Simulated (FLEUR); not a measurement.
A self-consistent single point of LaZnIn (P6_3/mmc, 6 atoms in the cell) with FLEUR.

Level of theory: PBEsol, all-electron FLAPW (FLEUR), scalar-relativistic valence.

The change in words: lattice scaled by 0.98. Reference geometry:
```yaml
crystal:
  lattice:
    - [4.74429, 0.00000, 0.00000]
    - [-2.37215, 4.10868, 0.00000]
    - [0.00000, 0.00000, 8.00406]
  atoms:
    - { symbol: La, position: [0.00000, 0.00000, 0.00000] }
    - { symbol: La, position: [0.00000, 0.00000, 0.50000] }
    - { symbol: Zn, position: [0.66667, 0.33333, 0.25000] }
    - { symbol: Zn, position: [0.33333, 0.66667, 0.75000] }
    - { symbol: In, position: [0.66667, 0.33333, 0.75000] }
    - { symbol: In, position: [0.33333, 0.66667, 0.25000] }
```

Reference input (self-consistent single point, DFT, PBEsol, all-electron FLAPW (FLEUR), scalar-relativistic valence): Kmax = 4.3 1/bohr; GmaxXC = 17.2 1/bohr; xcFunctional = PBEs; jspins = 1; l_soc = F; mode = hist; fermiSmearingEnergy = 0.00499791 Htr; mesh (inpgen div1-3) = 6 6 3; inpgen gamma flag = true; Gmax = 17.2 1/bohr; numbands = 0; maxIterBroyd = 15. This run's input differs from it in these lines:

```diff
@@ -3,5 +3,5 @@
 &input film=f /
-4.7442901946 -0.0000000452 0.0000000000
--2.3721450582 4.1086758540 0.0000000000
-0.0000000000 0.0000000000 8.0040600000
+4.6494040136 -0.0000000032 0.0000000000
+-2.3247020041 4.0265019898 0.0000000000
+0.0000000000 0.0000000000 7.8439790000
 1.8897261246
@@ -48,5 +48,5 @@
          <bravaisMatrix>
-            <row-1>    8.9654091234192368    -0.0000000854156208     0.0000000000000000</row-1>
-            <row-2>   -4.4827044878213274     7.7642720988170160     0.0000000000000000</row-2>
-            <row-3>    0.0000000000000000     0.0000000000000000    15.1254812848658773</row-3>
+            <row-1>    8.7861002283200129    -0.0000000060471236     0.0000000000000000</row-1>
+            <row-2>   -4.3930501090577465     7.6089860008789421     0.0000000000000000</row-2>
+            <row-3>    0.0000000000000000     0.0000000000000000    14.8229720371137823</row-3>
          </bravaisMatrix>
```

Output (repeated stretches shortened):

```
 Iteration:     1   Distance:       7.28012823 me/bohr^3
 Iteration:     2   Distance:       5.92663541 me/bohr^3
 Iteration:     3   Distance:       3.24414090 me/bohr^3
 Iteration:     4   Distance:       2.68682274 me/bohr^3
 Iteration:     5   Distance:       1.22510535 me/bohr^3
   [... 11 lines left out ...]
 Iteration:    17   Distance:       0.00012625 me/bohr^3
 Iteration:    18   Distance:       0.00004905 me/bohr^3
 Iteration:    19   Distance:       0.00001310 me/bohr^3
 Iteration:    20   Distance:       0.00000758 me/bohr^3
 Run finished successfully
 Stop message:
   Structural relaxation: Done

[file out, last iteration]
             iter=     21
[...]
          total density-effective poten   -5.3782571514E+04
          total charge density-energy d   -8.5694861563E+02
 Updated energy parameters for spin:           1
[...]
 fermi energy and band-weighting factors:

[...]
FERMIE:
          first approx. to ef    (T=0)  :   0.347182 htr   (energy of the highest occ. eigenvalue)
          number of occ. states  (T=0)  :        502
          first approx. to seigv (T=0)  :  -3.808773 htr
          sum of weights of occ. states :  36.027778
          sum of semicore charge        :   0.000000 e
FERHIS:  Fermi-Energy by histogram:
          bandgap                     :   0.000681 htr
   [... lines left out ...]
          charge neutrality (T=0)     :   0.055556    (zero if the highest occ. eigenvalue is "entirely" occupied)
     EF_NEWTON:  Adjust Fermi-Energy by Newton-Method.
 Direct bandgap for spin            1 :    5.5174293680059217E-003  Htr
 ---->    free energy=                    -32339.6270367254 htr
   [... lines left out ...]
 TOTAL FORCE FOR ATOM TYPE=  1  X=  0.000   Y=  0.000   Z=  0.000
                       FX_TOT= 0.000000 FY_TOT= 0.000000 FZ_TOT= 0.000000
 TOTAL FORCE FOR ATOM TYPE=  2  X= -4.393   Y=  2.536   Z=  3.706
                       FX_TOT= 0.000000 FY_TOT= 0.000000 FZ_TOT= 0.000000
 TOTAL FORCE FOR ATOM TYPE=  3  X= -4.393   Y=  2.536   Z= -3.706
                       FX_TOT= 0.000000 FY_TOT= 0.000000 FZ_TOT= 0.000000
 Structural relaxation: Done
```

The run converged in 20 iterations. FLEUR gives forces in its relaxation mode, with a further iteration, so its stop message speaks of a relaxation. Against the reference run the free energy goes down by 3.9 meV/atom.

The starting cell comes from a database of computed structures (which also holds hypothetical and non-ambient phases and stackings), without a prior relaxation at this level. For this run, on top of that: lattice scaled by 0.98. Values depend on the basis (sphere radii, cutoffs, local orbitals), which need not be converged. The log's line on a gap gives a spacing of levels on this mesh, which the program prints for metals too.

Cost on one core of a shared machine: roughly 9 min.
